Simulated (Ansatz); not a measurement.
A self-consistent single point of MnS (R3m, 2 atoms in the cell) with Ansatz (a quantum-chemistry and plane-wave program).

Method: PBEsol, default PAW files made with PBE (plane waves; Ansatz).

The change in words: lattice scaled by 0.98; basis.ecutrho_ratio: default → 4. Reference geometry:
```xyz
2
Lattice="0.0000 2.4809 2.4809 2.4809 0.0000 2.4809 2.4809 2.4809 0.0000" Properties=species:S:1:pos:R:3 pbc="T T T"
Mn     0.0289     0.0289     0.0289
S      1.2404     1.2404     1.2404
```
Moments meant for the start (each program seeds them in its own way; μB, in the order of the atoms Mn S): 4.0 0.0.

Reference input (self-consistent single point, DFT, PBEsol, plane waves, default PAW files made with PBE): basis.ecutwfc = 30.9 Ry; kpoints.mp_grid.grid = 9 9 9; hamiltonian.xc = pbesol; hamiltonian.pseudopotentials = {kind: paw} (the program's default PAW files); magnetization.spin_polarized = true; scf.occupations.method = gaussian; scf.occupations.width = 0.0073 Ry. This run's input differs from it in these lines:

Ansatz 0.2 input:
```diff
@@ -2,10 +2,11 @@
   lattice:
-    - [0.000000, 2.480885, 2.480885]
-    - [2.480885, 0.000000, 2.480885]
-    - [2.480885, 2.480885, 0.000000]
+    - [0.000000, 2.431267, 2.431267]
+    - [2.431267, 0.000000, 2.431267]
+    - [2.431267, 2.431267, 0.000000]
   atoms:
-    - { symbol: Mn, position_ang: [0.028868, 0.028868, 0.028868], spin: 4.0 }
-    - { symbol: S, position_ang: [1.240442, 1.240442, 1.240442] }
+    - { symbol: Mn, position_ang: [0.028290, 0.028290, 0.028290], spin: 4.0 }
+    - { symbol: S, position_ang: [1.215634, 1.215634, 1.215634] }
 basis:
   ecutwfc: 30.9 Ry
+  ecutrho_ratio: 4
 kpoints:
```

The program printed (abridged):

```
SCF iter   1: F=—  HF=-4752.727754 eV  |F-HF|=—  |Δ(HF+E_count)|=         —  Δρ=1.23e-1 (↑1.03e-1 ↓1.23e-1)  dr2=5.91e-1  dr2_m=3.22e0  M=2.126 μB ∫|m|=2.248 μB  β_m=0.30  ethr=2.83e-3  ⟨swp⟩=1.0  Hψ=18777  notcnv=0
Mixer restart at iter 1: flushing history
all-band conjugate gradients solve this SCF's bands
preconditioner: auto → Kerker (q_TF=auto, 2.589 Å⁻¹)
spin=Collinear: Kerker preconditioning applied to the charge; magnetization (m = ρ↑ − ρ↓) channel mixes plain (no charge-response kernel on spin).
   [... lines left out ...]
SCF iter  21: F=-4754.322821 eV  HF=-4754.322821 eV  |F-HF|=2.17e-9  |Δ(HF+E_count)|=   4.67e-9  Δρ=2.01e-6 (↑1.53e-6 ↓2.01e-6)  dr2=3.54e-9  dr2_m=2.31e-11  M=0.196 μB ∫|m|=0.208 μB  β_m=0.78  ethr=3.73e-11  ⟨swp⟩=2.1  Hψ=4710  notcnv=0  defer=305
SCF iter  22: F=-4754.322821 eV  HF=-4754.322821 eV  |F-HF|=9.93e-10  |Δ(HF+E_count)|=  1.53e-10  Δρ=1.16e-6 (↑1.16e-6 ↓7.55e-7)  dr2=1.14e-9  dr2_m=1.31e-11  M=0.196 μB ∫|m|=0.208 μB  ethr=1.69e-11  ⟨swp⟩=6.5  Hψ=11776  notcnv=0
SCF 1 converged in 22 iterations: F = -4754.322821 eV  dr2 = 1.14e-9
   [... lines left out ...]
WARN: the starting moments were not kept: the SCF closed with an absolute magnetisation of 2.0e-1 μB, where they sum to 4 μB in size (1 site) …
Absolute magnetization: 0.2084 μB (∫|ρ↑−ρ↓|, with the PAW one-centre terms)
Free energy (F): -4754.322821 eV
Fermi energy:    12.421215 eV
   [... lines left out ...]
  atom   2  S      0.50535296     0.50535296     0.50535296
--- Stress (GPa, compression-positive) ---
        5.224079       2.971464       2.971464
        2.971464       5.224079       2.971464
        2.971464       2.971464       5.224079
  P = ⅓ Tr σ = 5.2241 GPa (52.241 kbar)
  The stress holds the Pulay correction. Without it, at fixed plane waves, as pw.x and ABINIT print it: P = 5.2007 GPa
```

The run converged in 22 iterations. Against the reference run the free energy rises by 2.0 meV/atom, the pressure goes from -3.99 to 5.22 GPa, the largest force goes from 0.739 to 0.875 eV/Å and the size of the net moment goes from 0.14 to 0.10 μB/atom.

The starting cell comes from a database of computed structures (which also holds hypothetical and non-ambient phases and stackings), without a prior relaxation at this level. Its lattice was rescaled by up to half a per cent. One atom was moved a little off its site on purpose. For this run, on top of that: lattice scaled by 0.98. The moments shrank to a small part of their start, a low-spin state that need not be the lowest. The program warned that a starting moment was not kept. Ansatz's pressure includes its estimate of the finite-basis (Pulay) stress.
